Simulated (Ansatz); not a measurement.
## A computed series for WSi2: pressure series

The parent structure is WSi$_{2}$ (space group I4/mmm, No. 139; a = 3.2115 Å, c = 7.8041 Å).

Cell and atoms are relaxed at each pressure.

All numbers come from Kohn–Sham DFT with the r2SCAN functional, run in Ansatz (a program for electronic structure) with PAW and 500 eV plane waves, no spin-orbit coupling.

Notes on the quantities. enthalpy: H = E + PV relative to the base's energy.

```csv
variant,enthalpy,shortest interatomic distance
base,–,2.577 Å
pressure −2 GPa,-0.17 eV/atom,[?]
pressure −1 GPa,-0.08 eV/atom,2.580 Å
pressure 1.8 GPa,+0.15 eV/atom,2.573 Å
pressure 4.2 GPa,+0.35 eV/atom,2.569 Å
pressure 9 GPa,+0.74 eV/atom,2.561 Å
pressure 18 GPa,+1.46 eV/atom,[?]
pressure 30 GPa,+2.38 eV/atom,2.526 Å
pressure 45 GPa,+3.49 eV/atom,2.488 Å
pressure 60 GPa,+4.56 eV/atom,2.456 Å
```

Question: Some entries are withheld; estimate them.

Answer: 
- pressure −2 GPa, shortest interatomic distance: 2.582 Å
- pressure 18 GPa, shortest interatomic distance: 2.547 Å

Load acts through the strain it causes; cell and atoms are relaxed under it. No phonon test of stability was made. No other phases were tried under pressure. All final runs are without spin polarisation.
